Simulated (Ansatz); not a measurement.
# Parameter sweep on NaCd₄As₃ (R-3m, 8 atoms in the cell)

```cif
data_As9Cd12Na3
_chemical_formula_sum 'Na3 Cd12 As9'
_space_group_name_H-M_alt 'R-3m :H'
_space_group_IT_number 166
_space_group_name_Hall '-R 3 2"'
_cell_length_a 4.45460
_cell_length_b 4.45460
_cell_length_c 33.68100
_cell_angle_alpha 90.000
_cell_angle_beta 90.000
_cell_angle_gamma 120.000
loop_
_atom_site_label
_atom_site_type_symbol
_atom_site_symmetry_multiplicity
_atom_site_Wyckoff_symbol
_atom_site_fract_x
_atom_site_fract_y
_atom_site_fract_z
_atom_site_occupancy
Na1 Na 3 b 0.00000 0.00000 0.50000 1
Cd1 Cd 6 c 0.00000 0.00000 0.09568 1
Cd2 Cd 6 c 0.00000 0.00000 0.29908 1
As1 As 6 c 0.00000 0.00000 0.22053 1
As2 As 3 a 0.00000 0.00000 0.00000 1
```
(The calculation used a cell of 8 atoms; values per cell refer to that cell.)

Base run A: r2SCAN, default PAW files made with PBE (Ansatz, a quantum-chemistry and plane-wave program), self-consistent single point.

Its settings: basis.ecutwfc = 500 eV; kpoints.mp_grid.grid = 4 4 4; kpoints.mp_grid.shift = 0.5 0.5 0.5; hamiltonian.xc = r2scan; hamiltonian.pseudopotentials = {kind: paw} (the program's default PAW files); scf.occupations.method = methfessel_paxton; scf.occupations.width = 0.136 eV.

The starting cell comes from a database of published, mostly measured structures (it also holds non-ambient and calculated ones), without a prior relaxation at this level. Ansatz's pressure includes its estimate of the finite-basis (Pulay) stress. A gap is left out here, as mesh or smearing make it unsure.

ΔF is the free energy per atom less that of run A. 

Run A gave: pressure (GPa) 1.12; largest force (eV/Å) 0.173; iterations 8.

Runs:
- B: scf.mixing.preconditioner: default (the program chose LDOS) → none
- C: scf.mixing.preconditioner: default (the program chose LDOS) → kerker
- D: scf.mixing.preconditioner: default (the program chose LDOS) → kerker_dos
- E: scf.mixing.preconditioner: default (the program chose LDOS) → resta; scf.mixing.eps_inf: default → 3
- F: scf.mixing.preconditioner: default (the program chose LDOS) → ldos
- G: scf.mixing.preconditioner: default (the program chose LDOS) → local_kerker
- H: scf.mixing.preconditioner: default (the program chose LDOS) → kerker; scf.mixing.q_tf: default → 0.2
- I: scf.mixing.preconditioner: default (the program chose LDOS) → kerker; scf.mixing.q_tf: default → 0.5
- J: scf.mixing.preconditioner: default (the program chose LDOS) → kerker; scf.mixing.q_tf: default → 1.5

### Question
Which runs reach the base run's state, and which is quickest in iterations?

### Answer
Runs B, C, D, E, F, G, H, I, J reached the same state as A (within 1 meV/atom). The fewest iterations to that state were 8 (A, D, E, F, G, I, J); the most were 11.

| run | ΔF (meV/atom) | pressure (GPa) | largest force (eV/Å) | iterations |
|---|---|---|---|---|
| A | 0.00 | 1.12 | 0.173 | 8 |
| B | 0.00 | 1.12 | 0.173 | 9 |
| C | 0.00 | 1.12 | 0.173 | 11 |
| D | 0.00 | 1.12 | 0.173 | 8 |
| E | 0.00 | 1.12 | 0.173 | 8 |
| F | 0.00 | 1.12 | 0.173 | 8 |
| G | 0.00 | 1.12 | 0.173 | 8 |
| H | 0.00 | 1.12 | 0.173 | 9 |
| I | 0.00 | 1.12 | 0.173 | 8 |
| J | 0.00 | 1.12 | 0.173 | 8 |

Keys are those of Ansatz 0.2.
